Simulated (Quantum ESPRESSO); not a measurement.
Worked example: self-consistent single point of Pt (Fm-3m, 1 atom in the cell) in Quantum ESPRESSO.

Method: PBE, SSSP 1.1.2 efficiency (PBE) pseudopotentials (plane waves; Quantum ESPRESSO).

```
Pt
1.0
    0.00000     1.92978     1.92978
    1.92978     0.00000     1.92978
    1.92978     1.92978     0.00000
Pt
1
Direct
  0.00000   0.00000   0.00000
```

Reference input (self-consistent single point, DFT, PBE, plane waves, SSSP 1.1.2 efficiency (PBE) pseudopotentials): ecutwfc = 40 Ry; ecutrho = 320 Ry; occupations = smearing; smearing = methfessel-paxton; degauss = 0.0147 Ry; potentials = {Pt: pt_pbe_v1.4.uspp.F.UPF}; K_POINTS = automatic 10 10 10 0 0 0; conv_thr = 1e-10 Ry. This run's input differs from it in these lines:

```diff
@@ -25,3 +25,3 @@
 K_POINTS automatic
-10 10 10  0 0 0
+7 7 7  1 1 1
 CELL_PARAMETERS bohr
```

The program printed (abridged):

```
     Self-consistent Calculation

     iteration #  1     ecut=    40.00 Ry     beta= 0.70

     negative rho (up, down):  1.732E-01 0.000E+00

     total energy              =    -210.47025099 Ry
     estimated scf accuracy    <       0.66731556 Ry

     iteration #  2     ecut=    40.00 Ry     beta= 0.70

     negative rho (up, down):  1.779E-01 0.000E+00

     total energy              =    -210.65729147 Ry
     estimated scf accuracy    <       0.14425252 Ry

     iteration #  3     ecut=    40.00 Ry     beta= 0.70

     negative rho (up, down):  1.771E-01 0.000E+00

     total energy              =    -210.68859476 Ry
     estimated scf accuracy    <       0.00041277 Ry

   [... 2 blocks of this kind left out ...]

     iteration #  6     ecut=    40.00 Ry     beta= 0.70

     negative rho (up, down):  1.773E-01 0.000E+00

     total energy              =    -210.68869210 Ry
     estimated scf accuracy    <          3.7E-10 Ry

     iteration #  7     ecut=    40.00 Ry     beta= 0.70

     negative rho (up, down):  1.773E-01 0.000E+00
     End of self-consistent calculation

     the Fermi energy is    24.0190 ev

!    total energy              =    -210.68869210 Ry
     estimated scf accuracy    <          4.3E-11 Ry
     smearing contrib. (-TS)   =      -0.00007696 Ry
     internal energy E=F+TS    =    -210.68861514 Ry

     convergence has been achieved in   7 iterations

     negative rho (up, down):  1.773E-01 0.000E+00

     Forces acting on atoms (cartesian axes, Ry/au):

     atom    1 type  1   force =     0.00000000    0.00000000    0.00000000

     Total force =     0.000000     Total SCF correction =     0.000000

     negative rho (up, down):  1.773E-01 0.000E+00
          total   stress  (Ry/bohr**3)                   (kbar)     P=      244.09
   0.00165930   0.00000000   0.00000000          244.09        0.00        0.00
   0.00000000   0.00165930   0.00000000            0.00      244.09        0.00
   0.00000000   0.00000000   0.00165930            0.00        0.00      244.09

   JOB DONE.
```

The run converged in 7 iterations. Against the reference run the free energy drops by 24.2 meV/atom and the pressure goes from 24.75 to 24.41 GPa.

The starting cell comes from a database of computed structures (which also holds hypothetical and non-ambient phases and stackings), without a prior relaxation at this level. Its lattice was rescaled by a random factor within 2.5 % of one. Spin polarisation is off.
